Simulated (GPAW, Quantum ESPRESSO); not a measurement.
A Quantum ESPRESSO input for a self-consistent single point of La (P6_3/mmc, 2 atoms in the cell) (DFT, PBE, plane waves, GBRV 1.5 ultrasoft (PBE) pseudopotentials):

```fortran
&control
   calculation = 'scf'
   prefix = 'pwscf'
   outdir = './tmp'
   pseudo_dir = './'
   verbosity = 'high'
   tprnfor = .true.
   tstress = .true.
/
&system
   ibrav = 4
   celldm(1) = 6.93786175
   celldm(3) = 1.6235944477
   nat = 2
   ntyp = 1
   ecutwfc = 40
   ecutrho = 200
   occupations = 'smearing'
   smearing = 'gaussian'
   degauss = 0.0099958
/
&electrons
   conv_thr = 1.0d-10
/
ATOMIC_SPECIES
La   138.9055  la_pbe_v1.uspp.F.UPF
ATOMIC_POSITIONS crystal
La    0.33333333    0.66666667    0.25000000
La    0.66666667    0.33333333    0.75000000
K_POINTS automatic
13 13 7  0 0 0
```

### Question
Give the GPAW input for the same structure, mesh, smearing and functional.

### Answer
This is the input that was run; spellings and numerical settings could be chosen otherwise.

```python
from ase import Atoms
from ase.units import GPa
from gpaw import GPAW, PW

atoms = Atoms(['La', 'La'],
              cell=[[3.671359, 0.000000, 0.000000],
                    [-1.835679, 3.179489, 0.000000],
                    [0.000000, 0.000000, 5.960797]],
              scaled_positions=[[0.333333, 0.666667, 0.250000],
                                [0.666667, 0.333333, 0.750000]],
              pbc=True)

calc = GPAW(mode=PW(850),
            xc='PBE',
            kpts=(13, 13, 7),
            occupations={'name': 'methfessel-paxton', 'width': 0.136, 'order': 0},
            nbands=-8,
            symmetry={'symmorphic': False, 'tolerance': 0.0005},
            maxiter=100,
            txt='-')

atoms.calc = calc

energy = atoms.get_potential_energy()
print('Energy (eV):', round(energy, 6))
forces = atoms.get_forces()
print('Forces (eV/Ang):')
print(forces.round(5))
stress = atoms.get_stress()
print('Stress (GPa, Voigt):', (stress / GPa).round(4))
```

Basis settings and potentials, where a program has them, do not carry over. This input uses DFT PBE, plane waves, GPAW PAW datasets PBE (gpaw-data 1.0.1). Both were run: pressure 2.46 GPa in Quantum ESPRESSO and 2.37 in GPAW.

On GPAW: the starting cell was generated: these elements placed on a structure prototype, without a prior relaxation; it need not be a known phase or ordering of this composition. Its lattice was rescaled by a random factor within 2.5 % of one. For this run, on top of that: lattice scaled by 0.98.

On Quantum ESPRESSO: the starting cell was generated: these elements placed on a structure prototype, without a prior relaxation; it need not be a known phase or ordering of this composition. Its lattice was rescaled by a random factor within 2.5 % of one. For this run, on top of that: lattice scaled by 0.98.
